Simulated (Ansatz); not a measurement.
Abridged Ansatz (a program for electronic structure) output:

```
Relaxation: its limit of steps is 50 (relax.max_steps)
Pseudopotential: Ti, paw, valence charge 12
Pseudopotential: Al, paw, valence charge 3
Crystal: 2 atoms, lattice volume = 31.312 Å³
Basis set: ecut = 420 eV, 633 PW (Γ), exchange–correlation on 40×40×54 points (8 copies of the dense FFT grid, shifted against one another)
Bands: 12, of which v1, the nominal top of the filled ones, is band 8 counted from 1 (7 counted from 0)
Symmetry: 16 space group operations
k-points: 528 of 6615
Functional: x = slater, c = lda
SCF iter   1: F=—  HF=-2964.048352 eV  |F-HF|=—  |Δ(HF+E_count)|=         —  Δρ=5.37e-3  dr2=1.30e-2  ethr=1.77e-3  ⟨swp⟩=5.0  Hψ=32036  notcnv=0
SCF iter   2: F=—  HF=-2964.047255 eV  |F-HF|=—  |Δ(HF+E_count)|=   1.10e-3  Δρ=3.82e-3  dr2=8.38e-3  ethr=8.66e-5  ⟨swp⟩=1.0  Hψ=10560  notcnv=0
SCF 1 converged in 6 iterations: F = -2964.045670 eV  dr2 = 4.26e-10
relax step   1: F+E_penalty+E_count = -2964.04567003 eV  Δ(F+E_penalty+E_count) = +0.000e0 eV  max|allowed force component| = 4.314e-32 eV/Å  Δτ_max = 0.0000 Å  P = -2.712 GPa  Ω = 31.312 Å³  fix = [a, b, gamma]  reactions: a -3.266, b -3.266 GPa  (6 SCF iters, dr2 threshold 1.00e-7 eV, accepted)
[... steps on the carried basis left out ...]
relax step   5: F+E_penalty+E_count = -2964.04726594 eV  Δ(F+E_penalty+E_count) = -1.111e-6 eV  max|allowed force component| = 2.835e-31 eV/Å  Δτ_max = 0.0000 Å  P = -1.526 GPa  Ω = 30.994 Å³  energy of the carried Pulay correction = +9.995e-7 eV  fix = [a, b, gamma]  reactions: a -2.290, b -2.290 GPa  (7 SCF iters, accepted)
Crystal: 2 atoms, lattice volume = 30.994 Å³
SCF iter   1: F=—  HF=-2964.047265 eV  |F-HF|=—  |Δ(HF+E_count)|=         —  Δρ=1.10e-7  dr2=1.23e-12  ethr=3.56e-9  ⟨swp⟩=3.0  Hψ=50653  notcnv=0
SCF iter   2: F=-2964.047265 eV  HF=-2964.047265 eV  |F-HF|=9.09e-13  |Δ(HF+E_count)|=  6.18e-11  Δρ=5.66e-8  dr2=3.26e-13  ethr=8.17e-15 (applied; sched 1.00e-12)  ⟨swp⟩=3.1  Hψ=13930  notcnv=0
SCF 6 converged in 6 iterations: F = -2964.047265 eV  dr2 = 8.76e-18
SCF converged after 6 iterations
Free energy (F): -2964.047265 eV
Internal energy: -2963.988445 eV  (E = F + TS)
E sigma→0 (E₀):  -2964.017855 eV
Entropy (-TS):   -0.058820 eV (-29.410 meV/atom)
Fermi energy:    11.332441 eV
--- Forces (eV/Å), atoms counted from 1 ---
  atom   1  Ti     0.00000000     0.00000000     0.00000000
  atom   2  Al     0.00000000     0.00000000     0.00000000
--- Stress (GPa, compression-positive) ---
       -2.289672       0.000000       0.000000
        0.000000      -2.289672       0.000000
        0.000000       0.000000      -0.000090
  P = ⅓ Tr σ = -1.5265 GPa (-15.265 kbar)
--- Relaxed structure (4 steps of the walk, 4 accepted, 2 SCFs on fresh bases) ---
  cell:  # Å, volume = 30.9940 Å³
    - [2.8076565148, 0.0, 0.0]
    - [0.0, 2.8076565148, 0.0]
    - [0.0, 0.0, 3.931785146538611]
  atoms:
    - { symbol: Ti, position: [-3.289959006519221e-48, 1.2185033357478598e-49, 0.0] }
    - { symbol: Al, position: [0.5, 0.5, 0.49999999999999994] }
```

Problem. What was computed, and what are the main results?

Solution. TiAl, 2 atoms in the cell, with plane-wave PAW DFT at the LDA level (Ansatz, 420 eV), spin-orbit coupling left out. The last SCF converged to F = -2964.047265 eV, or -1482.0236 eV per atom, at a pressure of -1.53 GPa. The total energy compares only with runs of the same code, potentials and settings.

The cells carry an imposed strain or load. Whether these cells are dynamically stable was not tested. The final runs are not spin-polarised. The cell was made from TiAl (space group P4/mmm, No. 123) by this change: biaxial strain +1.50 %, plane normal [001], relaxed out of plane.

Keys are those of Ansatz 0.2.
